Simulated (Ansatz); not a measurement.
Band structure of MgTa2N3 (Immm, 6 atoms in the cell).

```
MgTa2N3
1.0
   -1.50775     2.11384     4.57224
    1.50775    -2.11384     4.57224
    1.50775     2.11384    -4.57224
Mg Ta N
1 2 3
Direct
  0.00000   0.00000   0.00000
  0.66738   0.66738   0.00000
  0.33262   0.33262   0.00000
  0.50000   0.00000   0.50000
  0.16060   0.66060   0.50000
  0.83940   0.33940   0.50000
```

Level of theory: PBEsol, default PAW files made with PBE (plane waves; Ansatz, a first-principles code).

Settings: kpoints.mp_grid.grid = 7 7 7; hamiltonian.xc = pbesol; hamiltonian.pseudopotentials = {kind: paw} (the program's default PAW files); scf.occupations.method = fermi_dirac; scf.occupations.width = 0.1 eV; kpoints.band_path.npoints = 10.

The starting cell comes from a database of computed structures (which also holds hypothetical and non-ambient phases and stackings), without a prior relaxation at this level. Its lattice was rescaled by a random factor within 2.5 % of one. Spin-orbit coupling is off. Spin polarisation is off; with an odd number of electrons in the cell that forces a metal, and a magnetic state may lie lower.

Levels in eV from the Fermi level, bands 23 to 30:
```json
[
 {"point": "Γ", "23": "-2.70", "24": "-2.61", "25": "-1.14", "26": "-0.61", "27": "-0.49", "28": "-0.24", "29": "2.11", "30": "2.64"},
 {"point": "X", "23": "-3.86", "24": "-3.81", "25": "-2.83", "26": "-2.59", "27": "2.53", "28": "2.93", "29": "2.96", "30": "3.71"},
 {"point": "L", "23": "-5.14", "24": "-3.81", "25": "0.35", "26": "0.37", "27": "2.60", "28": "2.79", "29": "2.82", "30": "3.98"},
 {"point": "T", "23": "-5.13", "24": "-3.67", "25": "1.15", "26": "1.22", "27": "1.98", "28": "2.18", "29": "3.32", "30": "4.03"},
 {"point": "W", "23": "-5.46", "24": "-4.00", "25": "1.27", "26": "1.34", "27": "1.91", "28": "2.07", "29": "3.34", "30": "4.00"},
 {"point": "R", "23": "-3.85", "24": "-3.69", "25": "-3.45", "26": "-1.19", "27": "1.30", "28": "3.18", "29": "3.64", "30": "3.72"},
 {"point": "X1", "23": "-3.86", "24": "-3.81", "25": "-2.83", "26": "-2.59", "27": "2.53", "28": "2.93", "29": "2.96", "30": "3.71"},
 {"point": "Z", "23": "-3.99", "24": "-3.90", "25": "-3.79", "26": "-0.37", "27": "0.44", "28": "1.77", "29": "2.10", "30": "2.37"},
 {"point": "Y", "23": "-4.08", "24": "-4.02", "25": "-2.85", "26": "0.85", "27": "1.51", "28": "2.02", "29": "3.01", "30": "3.18"},
 {"point": "S", "23": "-3.84", "24": "-3.45", "25": "-2.00", "26": "0.17", "27": "2.39", "28": "2.68", "29": "2.70", "30": "3.03"}
]
```

Bands cross the Fermi level along this path, so the cell is metallic at this level.

Keys are those of Ansatz 0.2.
